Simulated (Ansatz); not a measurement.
Mg₂Si (Fm-3m, relaxed from the fluorite type); conventional cell a = 6.3257 Å, b = 6.3257 Å, c = 6.3257 Å, α = 90.00°, β = 90.00°, γ = 90.00°.

The run noted for some of its cells that some bands missed the eigensolver's tolerance. At this level the gap is small or closed, and a narrow smearing was used. Dynamical quadrupoles are not included in the interpolation of the phonons between the solved wave vectors.

Problem. By how much do the lattice constants and the volume change from 300 K to 950 K (quasi-harmonic approximation, PBEsol density-functional theory in Ansatz (plane waves, PAW)), and how far does the bulk modulus soften?

Solution. a by 1.18 %, the volume by 3.58 %; B_T goes from 52.3 to 44.0 GPa. No phase change or melting is allowed for: the numbers belong to this structure as given.

The PAW data sets were generated under PBE and serve the other functionals too.

Ansatz is an electronic-structure program.
